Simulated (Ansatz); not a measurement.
The structure below was relaxed with DFT with r2SCAN, PAW potentials and a 500 eV plane-wave cutoff in Ansatz (a first-principles code), no spin-orbit coupling.

```xyz
1
Lattice="-1.6513 1.6513 1.6513 1.6513 -1.6513 1.6513 1.6513 1.6513 -1.6513" Properties=species:S:1:pos:R:3 pbc="T T T"
Nb     0.0000     0.0000     0.0000
```

Task: Find the space group and the Wyckoff positions.

Result: Space group Im-3m (No. 229); a = 3.303 Å, b = 3.303 Å, c = 3.303 Å, α = 90.00°, β = 90.00°, γ = 90.00°

| atom | site | symmetry | x | y | z |
|---|---|---|---|---|---|
| Nb | 2a | m-3m | 0.0000 | 0.0000 | 0.0000 |

Task: Describe the coordination.

Result: The crystal has 2 atoms in its conventional cell. Lattice parameters: a = 3.303 Å, b = 3.303 Å, c = 3.303 Å, α = 90.00°, β = 90.00°, γ = 90.00°. Nb sees 8 Nb at 2.860 Å and 6 Nb at 3.303 Å. (Neighbours: up to the widest gap in distance over summed covalent radii, below 1.35, at either atom.)

Stability against distortions was not tested. All final runs are without spin polarisation. The cell was made from V by this change: V → Nb.
